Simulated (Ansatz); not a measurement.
The reference is PbSe in the rock salt structure (space group Fm-3m, No. 225).

```
PbSe
1.0
    0.00000     3.08901     3.08901
    3.08901     0.00000     3.08901
    3.08901     3.08901     0.00000
Pb Se
1 1
Direct
  0.00000   0.00000   0.00000
  0.50000   0.50000   0.50000
```

The values are results of Ansatz (a first-principles code) r2SCAN, no spin-orbit coupling, not measurements.

Strains are applied to the cell and any free atomic positions relax.

One change was made to it. Results:

```json
[
 {"quantity": "energy relative to the base (free energy F)", "base": "0 meV/atom", "after": "+1.1 meV/atom"},
 {"quantity": "hole mass", "base": "0.24 mₑ along k, 0.11 mₑ across (at L)", "after": "0.26 mₑ along k, 0.12 mₑ across (at L)"},
 {"quantity": "electron mass", "base": "0.19 mₑ along k, 0.14 mₑ across (at L)", "after": "0.20 mₑ along k, 0.14 mₑ across (at L)"},
 {"quantity": "band gap", "base": "0.67 eV", "after": "0.71 eV"}
]
```

**Question.** Name the change that was made.
A. isotropic strain +1.50 %
B. isotropic strain +0.50 %
C. isotropic strain +3.00 %
D. isotropic strain +2.50 %

**Answer.** B, isotropic strain +0.50 %. For comparison, the band gap in the other runs: isotropic strain +3.00 % gives 0.91 eV; isotropic strain +2.50 % gives 0.88 eV; isotropic strain +1.50 % gives 0.80 eV.

Spin-orbit coupling, missing from the scalar runs, can matter with Pb. Effective masses come from finite differences of ±0.01 Å⁻¹. Along k means along the line from Γ to the band edge. Whether these cells are dynamically stable was not tested.
